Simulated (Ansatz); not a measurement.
Defect calculation: Sb on the P site (Sb_P) in zinc-blende GaP

The numbers are results of PBE, PAW (plane waves to 420 eV; Ansatz, a quantum-chemistry and plane-wave program), not measurements. The supercell holds 64 host sites (2×2×2 repeats of a cell of 8 atoms), with a 2×2×2 shifted k-point sampling for the final energies. Site at the start: the P site. Charged cells carry a point-charge image correction with potential alignment at far atoms. Dielectric constants: PBE linear response of the host. Host gap at this level: 1.57 eV. A cell of this size leaves errors of a few tenths of an eV. Levels are measured in PBE's own, too narrow, gap. Spin–orbit coupling is left out, which matters for these heavy elements. Each state is the lowest found from its start.

Formation energies E_f are given with the Fermi level at the valence-band maximum. Chemical conditions: Ga-rich (Δμ(P) = -0.86 eV, Δμ(Sb) = -0.32 eV, bounded by zinc-blende GaSb; only phases computed here count, gases as isolated molecules at 0 K). Reference phases: P: black phosphorus, Sb: rhombohedral Sb.

Charges with a result: +1, 0, −1. Others weren't obtained, and one of them could lie lower, also by skipping a charge.

```
charge         moment (μB)  largest move off a lattice site (Å)  image correction with alignment (eV)  E_f, Ga-rich (eV)
------  ------------------  -----------------------------------  ------------------------------------  -----------------
+1*             fractional                                 0.20                                     –                  –
0       not spin-polarised                                 0.19                                  0.00               0.54
−1*               quenched                                 0.19                                     –                  –
```

* At this level the carrier isn't localised at the defect: at charge +1 holes occupy the valence band; at charge −1 electrons occupy the conduction band. Such a state is shallow or no state of the defect, and this cell gives it no level.

Starting moments that weren't kept: charge −1 began with 1 μB and ended with 0.0.
